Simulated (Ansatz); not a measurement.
**ZrN in the rock salt structure (space group Fm-3m, No. 225)**

```xyz
2
Lattice="0.0000 2.2761 2.2761 2.2761 0.0000 2.2761 2.2761 2.2761 0.0000" Properties=species:S:1:pos:R:3 pbc="T T T"
N      0.0000     0.0000     0.0000
Zr     2.2761     2.2761     2.2761
```

All numbers come from PBEsol, PAW, 420 eV (Ansatz, a quantum-chemistry and plane-wave program; without spin-orbit coupling). Γ-centred 18×18×18 mesh, Fermi–Dirac width 0.05 eV.

```yaml
volume_per_atom: 11.79 Å³
density: 7.41 g/cm³
band_gap: zero
total_energy: -2255.487 eV/atom (σ→0; compares only within this code and set-up)
```

No phonon test of stability was made. All final runs are without spin polarisation. An odd electron count without spin: ZrN.
